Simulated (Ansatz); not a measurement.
## Ta2N (model structure, started from the CdI2 type, P-3m1, No. 164, 3 atoms in the cell)

Calculation: r²SCAN (PAW; Ansatz, a first-principles code).

Numerical settings: plane-wave cutoff 560 eV, 24×24×12 k mesh (along the axes of the cell as run), Fermi–Dirac smearing 0.05 eV, scalar-relativistic PAW data made under PBE.

Cell (relaxed at this level):

Ta₂N is modelled in the trigonal space group P-3m1 (No. 164), the anti-CdI2 type structure, Pearson symbol hP3. Conventional cell: a = b = 3.073 Å, c = 4.898 Å, α = β = 90.00°, γ = 120.00°. N on 1a is surrounded by 6 Ta at 2.175 Å (octahedral). Ta on 2d has 3 N at 2.175 Å (trigonal pyramidal). (Neighbours: up to the widest gap in distance over summed covalent radii, below 1.35, at either atom; cation-cation and far metal-metal contacts left out.)

```
Item              Result
---------------  -------
band gap            none
bulk modulus B0  292 GPa
```

Note: the bulk modulus is −V dP/dV from two relaxed cells at ±2 % in volume; the relaxation could raise the start's symmetry but not lower it, so the cell can be a saddle point.

Spin–orbit coupling is not included; it can open a gap where bands touch, and shift volumes and moduli.

The computed numbers hold no vibrational or temperature effects.

A model structure was made by putting elements into a prototype or built by hand; it is no filed structure, need not be a known phase, and can be a saddle point held by its symmetry.
